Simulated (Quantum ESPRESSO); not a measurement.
A self-consistent single point of LaAu (Cmcm, 4 atoms in the cell) with Quantum ESPRESSO.

Computed with LDA (PZ), GBRV 1.5 ultrasoft (LDA) pseudopotentials (plane waves; Quantum ESPRESSO 7.5).

```xyz
4
Lattice="1.9963 -5.7803 0.0000 1.9963 5.7803 0.0000 0.0000 0.0000 4.7929" Properties=species:S:1:pos:R:3 pbc="T T T"
La     1.9963    -4.2194     3.5946
La     1.9963     4.2194     1.1982
Au     1.9963    -1.0058     3.5946
Au     1.9963     1.0058     1.1982
```

Reference input (self-consistent single point, DFT, LDA (PZ), plane waves, GBRV 1.5 ultrasoft (LDA) pseudopotentials): ecutwfc = 40 Ry; ecutrho = 320 Ry; occupations = smearing; smearing = marzari-vanderbilt; degauss = 0.0099958 Ry; potentials = {La: la_lda_v1.uspp.F.UPF, Au: au_lda_v1.uspp.F.UPF}; K_POINTS = automatic 7 7 6 1 1 1; conv_thr = 1e-11 Ry; mixing_beta = 0.7. This run's input differs from it in these lines:

```diff
@@ -16,3 +16,3 @@
  smearing = 'marzari-vanderbilt'
- degauss = 0.0099958
+ degauss = 0.02205
 /
```

Output, abridged:

```
     Self-consistent Calculation

     iteration #  1     ecut=    40.00 Ry     beta= 0.70

     negative rho (up, down):  1.221E-01 0.000E+00

     total energy              =    -433.92367770 Ry
     estimated scf accuracy    <       0.87003974 Ry

     iteration #  2     ecut=    40.00 Ry     beta= 0.70

     negative rho (up, down):  1.302E-01 0.000E+00

     total energy              =    -434.17344927 Ry
     estimated scf accuracy    <       2.22842768 Ry

     iteration #  3     ecut=    40.00 Ry     beta= 0.70

     negative rho (up, down):  1.351E-01 0.000E+00

     total energy              =    -434.44824503 Ry
     estimated scf accuracy    <       0.10959561 Ry

   [... 10 blocks of this kind left out ...]

     iteration # 14     ecut=    40.00 Ry     beta= 0.70

     negative rho (up, down):  1.310E-01 0.000E+00

     total energy              =    -434.48379115 Ry
     estimated scf accuracy    <          2.1E-10 Ry

     iteration # 15     ecut=    40.00 Ry     beta= 0.70

     negative rho (up, down):  1.310E-01 0.000E+00
     End of self-consistent calculation

     the Fermi energy is    12.2062 ev

!    total energy              =    -434.48379115 Ry
     estimated scf accuracy    <          1.0E-12 Ry
     smearing contrib. (-TS)   =       0.00081707 Ry
     internal energy E=F+TS    =    -434.48460822 Ry

     convergence has been achieved in  15 iterations

     negative rho (up, down):  1.310E-01 0.000E+00

     Forces acting on atoms (cartesian axes, Ry/au):

     atom    1 type  1   force =     0.00000000   -0.00377722    0.00000000
     atom    2 type  1   force =     0.00000000    0.00377722    0.00000000
     atom    3 type  2   force =     0.00000000    0.00250645    0.00000000
     atom    4 type  2   force =     0.00000000   -0.00250645   -0.00000000

     Total force =     0.006411     Total SCF correction =     0.000001

     negative rho (up, down):  1.310E-01 0.000E+00
          total   stress  (Ry/bohr**3)                   (kbar)     P=      -48.19
  -0.00030161   0.00000000   0.00000000          -44.37        0.00        0.00
   0.00000000  -0.00035389   0.00000000            0.00      -52.06        0.00
   0.00000000   0.00000000  -0.00032721            0.00        0.00      -48.13

   JOB DONE.
```

The run converged in 15 iterations. Against the reference run the free energy goes up by 2.1 meV/atom, the pressure stays at -4.82 GPa and the largest force stays at 0.097 eV/Å. The full log also holds: “c_bands:  2 eigenvalues not converged”.

The starting cell comes from a database of computed structures (which also holds hypothetical and non-ambient phases and stackings), without a prior relaxation at this level. Spin-orbit coupling is off. With a pressure of about -5 GPa the cell is away from its equilibrium volume at this level.

Cost on one core of a shared machine: roughly 4 min.
